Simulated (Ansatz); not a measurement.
We consider MgO (model structure, started from the WC type, P-6m2, No. 187, 2 atoms in the cell), described by r²SCAN in Ansatz (plane waves, PAW).

Settings: plane-wave cutoff 500 eV, 18×18×14 k mesh (along the axes of the cell as run), Fermi–Dirac smearing 0.05 eV, scalar-relativistic PAW data made under PBE.

Cell (relaxed at this level):

```cif
data_MgO
_chemical_formula_sum 'Mg1 O1'
_space_group_name_H-M_alt 'P-6m2'
_space_group_IT_number 187
_space_group_name_Hall 'P -6 2'
_cell_length_a 2.90174
_cell_length_b 2.90174
_cell_length_c 2.64876
_cell_angle_alpha 90.000
_cell_angle_beta 90.000
_cell_angle_gamma 120.000
loop_
_atom_site_label
_atom_site_type_symbol
_atom_site_symmetry_multiplicity
_atom_site_Wyckoff_symbol
_atom_site_fract_x
_atom_site_fract_y
_atom_site_fract_z
_atom_site_occupancy
Mg1 Mg 1 a 0.00000 0.00000 0.00000 1
O1 O 1 f 0.66667 0.33333 0.50000 1
```

Question: Give the computed band gap.

Answer: 
* **band gap**: 4.08 eV (on the SCF k mesh)

Note: the relaxation could raise the start's symmetry but not lower it, so the cell can be a saddle point.

A model structure was made by putting elements into a prototype or built by hand; it is no filed structure, need not be a known phase, and can be a saddle point held by its symmetry.

Ansatz is a first-principles code.
